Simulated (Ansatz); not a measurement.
# InP: energy against strain

InP (zinc blende, F-43m, 25.392 Å³/atom at rest) under an equal strain ε in the (001) plane with the normal axis free, as in a coherent film. PBEsol in Ansatz, a plane-wave DFT program (PAW, default set), 420 eV, 10×10×10 Γ-centred mesh, Fermi-Dirac smearing 0.05 eV; ions are relaxed within the symmetry of each cell.

Here s stands for strain and y for E less E0.

| strain (%) | E less E0 (meV/atom) |
|---|---|
| -3.00 | ? |
| -1.50 | 3.26 |
| -1.00 | 1.43 |
| -0.50 | 0.35 |
| 0.00 | 0.00 |
| 0.50 | 0.35 |
| 1.00 | 1.38 |
| 1.50 | 3.06 |

Task: Fit y against s with a parabola, and predict the withheld value at s = -3.00.

Result: Least squares gives y = 0.000 - 0.0500·s + 1.4048·s². Residuals (row less fit): 0.024, -0.025, -0.026, 0.000, 0.024, 0.025, -0.026; standard error 0.031 (degrees of freedom: 4). Twice the quadratic coefficient over the volume, 2 × 1.4048 meV × 10⁴ × 0.1602 / 25.392 Å³, is twice the biaxial elastic modulus of this plane = 177 ± 1.7 GPa. At the withheld row, y = 0.000 - 0.0500 × (-3.0) + 1.4048 × (-3.0)² = 12.793 meV/atom. The calculation gives 13.46 meV/atom, 0.667 meV/atom above the prediction (5.0 % of the range of y in the table). The row lies outside the fitted rows, so this is an extrapolation. From the scatter of the fitted rows alone, a prediction at this place has a standard error of 0.117 meV/atom, so the miss is 5.7 times that.

One order more, fitted to all 13 runs of the series, follows each within 0.01, so the miss is the next term of a smooth law. Rows are the converged runs of the series near zero and its far end; series whose fitted rows scatter by over a few per cent of the range, as at a crossing or softening among them, aren't shown in this form. Most that stay on the fit to the last digits aren't either.
